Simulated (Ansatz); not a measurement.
The parent structure is Au in the fcc (Cu type) structure (space group Fm-3m, No. 225; relaxed with 0.1 eV smearing).

```
Au
1.0
    0.00000     2.04148     2.04148
    2.04148     0.00000     2.04148
    2.04148     2.04148     0.00000
Au
1
Direct
  0.00000   0.00000   0.00000
```

Cartesian axes are those of the cell as printed.

The values are results of DFT with PBEsol, PAW potentials and a 420 eV plane-wave cutoff in Ansatz (a quantum-chemistry and plane-wave program), no spin-orbit coupling, not measurements.

It is then changed as follows: the cell is scaled by 0.9900 in all directions, atoms relaxed at fixed cell.

Task: Predict the stress tensor and what it implies for the stiffness.

Result: Stress of the strained cell less that of the base (GPa, compression positive):
```
    5.7     0.0     0.0
    0.0     5.7     0.0
    0.0     0.0     5.7
```

Then B = −ΔP/(ΔV/V₀) with ΔV/V₀ = -0.0297 gives secant stiffness values (nonlinear terms included at this strain): B ≈ 194 GPa.

As a check, the harmonic strain energy −½ V₀ Δσ:ε is 9.2 meV/atom; the computed energy rise is 8.8 meV/atom.

No phonon test of stability was made.
